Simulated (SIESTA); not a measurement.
SIESTA run on a (100) slab of RbBi2 (cut from a parent of space group no. 227; 12 atoms in the cell): self-consistent single point.

Method of the run: GGA PBEsol, numerical atomic orbitals DZP, PseudoDojo PBEsol standard norm-conserving potentials (rewritten from UPF to PSML) in SIESTA 5.4.2.

```xyz
12
Lattice="6.7698 0.0000 0.0000 -6.7698 6.7698 0.0000 0.0000 0.0000 22.3772" Properties=species:S:1:pos:R:3 pbc="T T T"
Bi     3.3849     1.6925     7.0000
Bi     5.0774     0.0000     9.3935
Bi     1.6925     0.0000     9.3935
Bi    -3.3849     5.0774     7.0000
Bi     0.0000     5.0774    11.7869
Bi     1.6925     3.3849    14.1804
Bi    -1.6925     3.3849    14.1804
Bi     0.0000     1.6925    11.7869
Rb    -3.3849     3.3849    10.5902
Rb     0.0000     3.3849     8.1967
Rb     0.0000     0.0000    15.3772
Rb     3.3849     0.0000    12.9837
```

Reference input (self-consistent single point, DFT, GGA PBEsol, numerical atomic orbitals DZP, PseudoDojo PBEsol standard norm-conserving potentials (rewritten from UPF to PSML)): XC.functional = GGA; XC.authors = PBEsol; potentials = PseudoDojo PBEsol standard; PAO.BasisSize = DZP; PAO.EnergyShift = 0.005 Ry; MeshCutoff = 300 Ry; kgrid.MonkhorstPack = 3 3 1; OccupationFunction = FD; ElectronicTemperature = 100 meV; MaxSCFIterations = 150; SCF.Mixer.Method = Pulay; SCF.Mixer.Weight = 0.1. This run's input differs from it in these lines:

```diff
@@ -38,4 +38,4 @@
 %block kgrid.MonkhorstPack
-    3   0   0  0.0
-    0   3   0  0.0
+   18   0   0  0.0
+    0  18   0  0.0
     0   0   1  0.0
```

Output, abridged:

```
        iscf     Eharris(eV)        E_KS(eV)     FreeEng(eV)     dDmax    Ef(eV) dHmax(eV)
   scf:    1   -20716.490548   -20718.585266   -20718.873870  0.806975 -3.807692  3.017127
   scf:    2   -20718.989979   -20718.868981   -20719.159194  0.049686 -3.725815  1.646143
   scf:    3   -20719.076226   -20719.014362   -20719.305809  0.033512 -3.678281  2.072144
   scf:    4   -20719.373171   -20719.212239   -20719.505433  0.036485 -3.597822  1.128667
   scf:    5   -20719.490260   -20719.372291   -20719.668469  0.056364 -3.466501  0.472153
   [... 6 lines left out ...]
   scf:   12   -20719.399755   -20719.399751   -20719.695508  0.000049 -3.422589  0.001954
   scf:   13   -20719.399760   -20719.399755   -20719.695508  0.000078 -3.422535  0.001187
   scf:   14   -20719.399772   -20719.399764   -20719.695508  0.000160 -3.422273  0.000318
   scf:   15   -20719.399764   -20719.399764   -20719.695508  0.000012 -3.422265  0.000265
SCF Convergence by DM+H criterion
max |DM_out - DM_in|         :     0.0000117732
max |H_out - H_in|      (eV) :     0.0002654332
SCF cycle converged after 15 iterations

Using DM_out to compute the final energy and forces

siesta: E_KS(eV) =           -20719.3998

siesta: E_KS - E_eggbox =    -20719.3998

siesta: Atomic forces (eV/Ang):
     1   -0.000142    0.059089    0.380848
     2   -0.119257   -0.000128   -0.490141
     3    0.119257    0.000128   -0.490141
     4    0.000142   -0.059089    0.380848
     5    0.000261   -0.015754    0.377771
     6    0.248230    0.000055   -0.096786
     7   -0.248230   -0.000055   -0.096786
     8   -0.000261    0.015754    0.377771
     9    0.000000   -0.000000    0.003499
    10   -0.000000    0.000000   -0.268161
    11   -0.000000    0.000000    0.008030
   [... lines left out ...]
siesta: FreeEng =    -20719.695508
   [... lines left out ...]

siesta: Cell volume =       1025.558757 Ang**3

siesta: Pressure (static):
siesta:                Solid            Molecule  Units
siesta:          -0.00002629         -0.00002383  Ry/Bohr**3
siesta:          -0.00241367         -0.00218787  eV/Ang**3
siesta:          -3.86711920         -3.50536101  kBar

siesta: Electric dipole (a.u.)  =    0.000000    0.000000    1.514488
siesta: Electric dipole (Debye) =    0.000000    0.000000    3.849446
```

The run converged in 15 iterations. Against the reference run the free energy goes up by 11.4 meV/atom and the largest force goes from 0.405 to 0.504 eV/Å.

The starting cell comes from a database of computed structures (which also holds hypothetical and non-ambient phases and stackings), without a prior relaxation at this level. The slab is cut from that crystal, and its faces are unrelaxed. Its lattice was rescaled by up to half a per cent. Values carry the incompleteness of an atom-centred basis.

Cost on one core of a shared machine: roughly 4 min.
